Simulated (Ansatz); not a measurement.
The starting structures come from a database of crystals and need not be the phases stable at ambient conditions.

 Where the default PAW files enter, the runs use the earlier of Ansatz's two default sets.

Inside the gap of an insulator the Bloch states are evanescent, with a wavenumber k + iκ along the transport direction.

Here is the system:

```xyz
20
Lattice="4.4652 0.0000 0.0000 0.0000 4.6113 0.0000 0.0000 0.0000 6.9585" Properties=species:S:1:pos:R:3 pbc="T T T"
Be     0.1845     3.7206     6.0746
Be     2.0481     0.8907     2.5953
Be     2.4172     3.1964     0.8839
Be     4.2807     1.4149     4.3632
H      1.2247     1.8705     6.4201
H      1.0079     2.7409     2.9409
H      3.4573     0.4352     0.5384
H      3.2405     4.1761     4.0176
H      1.6050     0.4030     4.9700
H      0.6276     4.2084     1.4907
H      3.8376     1.9027     1.9885
H      2.8603     2.7087     5.4678
O      0.7814     1.8006     3.0974
O      1.4512     2.8107     6.5766
O      3.0140     0.5050     3.8611
O      3.6839     4.1063     0.3819
O      0.7161     0.4736     5.3817
O      1.5165     4.1377     1.9025
O      2.9488     1.8320     1.5768
O      3.7491     2.7793     5.0561
```

Space group of this cell: P2_12_12_1. The cell is taken as given.

Transport runs along the normal of the first two printed cell vectors.

The gap is the functional's own, uncorrected, and κ follows it; spin-orbit coupling is left out. Mid-gap values are interpolated between the computed energies.

Estimate the band gap and the smallest decay constant κ at mid-gap that r2SCAN (Ansatz, a first-principles code) returns for this system.

Gap 6.37 eV on a 8×8×6 mesh; κ = 0.472 1/Å, at the zone centre.
